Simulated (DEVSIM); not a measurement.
Device: W/Si3N4/n-GaAs capacitor, at 300 K.

```csv
layer (left to right),material,thickness (nm),Nd (cm⁻³)
1,Si3N4,25.0,-
2,GaAs,2700,5.6e16
```

Metal gate on the left, work function 4.6 eV. Fixed charge at the semiconductor interface 2.2e11 cm⁻² (in units of +e); no interface traps.

Constants are typed, rounded textbook-type inputs, not results; the design itself was drawn at random and stands for no fabricated device. Values at 300 K.

```
parameter      Si3N4    GaAs
-------------  -----  ------
gap (eV)         5.1   1.424
affinity (eV)    2.1    4.07
permittivity     7.5    12.9
Nc (cm⁻³)          -  4.7e17
Nv (cm⁻³)          -    9e18
```

Simulated with DEVSIM: 1D Poisson equation in equilibrium, Boltzmann statistics, complete ionisation; no quantum confinement or tunnelling. Metal contacts follow the ideal Schottky-Mott rule: no Fermi-level pinning, no interface dipoles.

The Si3N4 thickness was swept, all else fixed.

```csv
Si3N4 thickness (μm),minimum of the low-frequency capacitance (μF/cm²),capacitance of the dielectric stack (μF/cm²)
0.01,0.0652,0.664
0.014,0.0607,0.474
0.017,0.0607,0.391
0.021,0.0570,0.316
0.025,0.0561,0.266
0.03,0.0535,0.221
```

From the first row to the last the minimum of the low-frequency capacitance goes from 0.0652 to 0.0535. From the first row to the last the capacitance of the dielectric stack goes from 0.664 to 0.221.
